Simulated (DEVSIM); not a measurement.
Device: Schottky contact on n-type Si, at 250 K.

| layer (left to right) | material | thickness (μm) | Nd (cm⁻³) | τn (s) | τp (s) |
|---|---|---|---|---|---|
| 1 | Si | 0.470 | 4.7e16 | 2.5e-7 | 2.5e-7 |
| 2 | Si | 0.670 | 1e18 | 2.5e-7 | 2.5e-7 |

Left contact: Schottky, work function 4.49 eV, emission velocity 4.5e6 cm/s. Right contact: ohmic. Voltage is applied to the left contact. Recombination: SRH at mid-gap, radiative. Mobility is μmin + (μ − μmin)/(1 + (N/Nref)^α).

Constants are typed, rounded textbook-type inputs, not results; the design itself was drawn at random and stands for no fabricated device. Values at 300 K; Nc and Nv go as T^1.5, mobilities as T to minus their exponent, the gap by Varshni's rule with the affinity fixed.

| parameter | Si |
|---|---|
| gap (eV) | 1.124 |
| affinity (eV) | 4.05 |
| permittivity | 11.7 |
| Nc (cm⁻³) | 2.86e19 |
| Nv (cm⁻³) | 3.1e19 |
| μn (cm²/Vs) | 1417 |
| μp (cm²/Vs) | 470 |
| μn,min | 52 |
| μp,min | 45 |
| Nref,n | 9.7e16 |
| Nref,p | 2.2e17 |
| αn | 0.68 |
| αp | 0.72 |
| T exponent of μn | 2.3 |
| T exponent of μp | 2.2 |
| B (cm³/s) | 4.7e-15 |
| Varshni α (eV/K) | 0.000473 |
| Varshni β (K) | 636 |

Model (solved in DEVSIM): 1D drift-diffusion, Boltzmann statistics, complete ionisation; no tunnelling, impact ionisation, image-force lowering or self-heating. Metal contacts follow the ideal Schottky-Mott rule: no Fermi-level pinning, no interface dipoles.

The metal work function was swept, all else fixed.

```tsv
metal work function (eV)	potential step across the device at zero bias (V)
4.34	0.224
4.39	0.274
4.44	0.324
4.49	0.374
4.54	0.424
4.59	0.474
4.64	0.524
4.69	0.574
```

From the first row to the last the potential step across the device at zero bias goes from 0.224 to 0.574.
